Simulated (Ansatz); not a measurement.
A computed series for Rh: response to strain

Start from Rh in the fcc (Cu type) structure (space group Fm-3m, No. 225; a = 3.802 Å; relaxed with 0.1 eV smearing).

Strains are applied to the cell and any free atomic positions relax.

All numbers come from r2SCAN in Ansatz (plane waves to 500 eV, PAW, no spin-orbit coupling).

Notes on the quantities. energy relative to the base: free energy F.

```csv
case,volume per atom,energy relative to the base
base,13.73 Å³,0 meV/atom
isotropic strain +0.50 %,13.94 Å³,+2.6 meV/atom
isotropic strain +1.00 %,14.15 Å³,+10 meV/atom
isotropic strain +1.50 %,14.36 Å³,+23 meV/atom
isotropic strain +2.00 %,14.58 Å³,[?]
isotropic strain +2.50 %,14.79 Å³,+61 meV/atom
isotropic strain +3.00 %,15.01 Å³,+86 meV/atom
```

**Question.** Fill in the withheld entries from the trend.

**Answer.** 
- isotropic strain +2.00 %, energy relative to the base: +40 meV/atom

No phonon test of stability was made. The final runs are not spin-polarised. Rh lies near a magnetic instability that expansion can trigger; it was not tested.

Ansatz is a program for electronic structure.
